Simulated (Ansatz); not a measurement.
Consider InSe in the beta-GaS type structure (space group P6_3/mmc, No. 194; a = 4.032 Å, c = 16.764 Å; layered, stacked along the Cartesian z axis).

(Cell as relaxed with PBE-D3(BJ).)

Levels (all Ansatz, a quantum-chemistry and plane-wave program, PAW): PBE-D3(BJ) (420 eV, without spin-orbit coupling); PBEsol-D3(BJ) (420 eV, spin-orbit coupling left out).

Each level relaxes its own structure.

```csv
base,PBE-D3(BJ),PBEsol-D3(BJ)
volume per atom,29.50 Å³,27.59 Å³
lattice parameter a,4.032 Å,3.953 Å
```

One thing is altered: cell and atoms relaxed at a pressure of 5 GPa.

| quantity | PBE-D3(BJ) | PBEsol-D3(BJ) |
|---|---|---|
| volume per atom | 26.06 Å³ | 24.83 Å³ |
| c/a ratio | 4.117 | 4.134 |

PBE-D3(BJ)'s volume per atom lies 1.23 Å³ above PBEsol-D3(BJ)'s (4.9 %); PBE-D3(BJ)'s c/a ratio lies 0.0162 below PBEsol-D3(BJ)'s. Neither level is exact; PBEsol-D3(BJ) is the comparison here, not a measurement.

Load acts through the strain it causes; cell and atoms are relaxed under it. Whether these cells are dynamically stable was not tested. No other phases were tried under pressure.
